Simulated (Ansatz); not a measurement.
The starting structures come from a database of crystals and need not be the phases stable at ambient conditions.

 Where the default PAW files enter, the runs use the earlier of Ansatz's two default sets.

Consider the following.

```xyz
10
Lattice="6.8597 0.0000 0.0000 3.4299 6.2031 0.0000 0.0000 3.7929 5.7157" Properties=species:S:1:pos:R:3 pbc="T T T"
Cs     3.4299     1.8965     2.8579
Cs     3.4299     5.9462     4.2868
Cs     6.8597     4.0498     1.4289
Tl     0.0000     0.0000     0.0000
F      5.5620     6.2031     0.0000
F      8.1574     9.9960     5.7157
F      3.4299     7.3820     1.7766
F      3.4299     8.8171     3.9392
F      6.8597     5.6946     4.4538
F      3.4299     4.3014     1.2620
```

Space group of this cell: I4/mmm. The cell is taken as given.

Transport runs along the normal of the first two printed cell vectors, the (101) plane of the conventional cell.

The gap is the functional's own, uncorrected, and κ follows it; spin-orbit coupling is left out. Mid-gap values are interpolated between the computed energies.

Task: Give the band gap and the smallest decay constant κ at mid-gap that Ansatz (a quantum-chemistry and plane-wave program) with r2SCAN yields.

Result: Gap 3.86 eV on a 6×6×6 mesh; κ = 0.426 1/Å, at the zone centre.
